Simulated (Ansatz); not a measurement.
Start from LaN in the zinc blende structure (space group F-43m, No. 216; a = 5.613 Å; a hypothetical phase, not in the database extracts checked). Axes: x, y, z lie along the cube axes.

(Cell as relaxed with PBE.)

Levels (all Ansatz, a quantum-chemistry and plane-wave program, PAW): PBE (420 eV, scalar-relativistic without spin-orbit coupling); PBEsol (420 eV, scalar-relativistic without spin-orbit coupling).

Each level relaxes its own structure.

```csv
base,PBE,PBEsol
volume per atom,22.10 Å³,21.33 Å³
lattice parameter a,5.613 Å,5.546 Å
band gap,1.17 eV,1.07 eV
```

One thing is altered: a pure shear with ε_xy = ε_yx = 0.0309, atoms relaxed at fixed cell.

```tsv
quantity	PBE	PBEsol
band gap	1.13 eV	1.02 eV
smallest direct gap	2.19 eV	2.15 eV
energy relative to the base (free energy F)	+8.3 meV/atom	+7.8 meV/atom
pressure (mean of the normal stresses, compression positive)	0.00 GPa	-0.05 GPa
```

PBE's band gap lies 0.11 eV above PBEsol's; PBE's smallest direct gap lies 0.04 eV above PBEsol's; PBE's energy relative to the base lies 0.4 meV/atom above PBEsol's. Neither level is exact; PBEsol is the comparison here, not a measurement.

The cells carry an imposed strain or load. Whether these cells are dynamically stable was not tested.
